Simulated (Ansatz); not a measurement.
Take RuP2 (space group Pnnm, No. 58; a = 5.103 Å, b = 5.869 Å, c = 2.862 Å) as the base.

Calculations: DFT with PBEsol, PAW potentials and a 420 eV plane-wave cutoff in Ansatz (a quantum-chemistry and plane-wave program), no SOC.

One change was made to it. Results:

```tsv
quantity	base	after
volume per atom	14.28 Å³	14.24 Å³
band gap	0.47 eV	0.46 eV
```

Problem. Which change produced these results?
A) pressure 3 GPa
B) pressure −1 GPa
C) pressure 10 GPa
D) pressure 0.7 GPa

Solution. D, pressure 0.7 GPa. For comparison, the volume per atom in the other runs: pressure −1 GPa gives 14.35 Å³; pressure 10 GPa gives 13.67 Å³; pressure 3 GPa gives 14.08 Å³.

Load acts through the strain it causes; cell and atoms are relaxed under it. Stability against distortions was not tested. No other phases were tried under pressure.
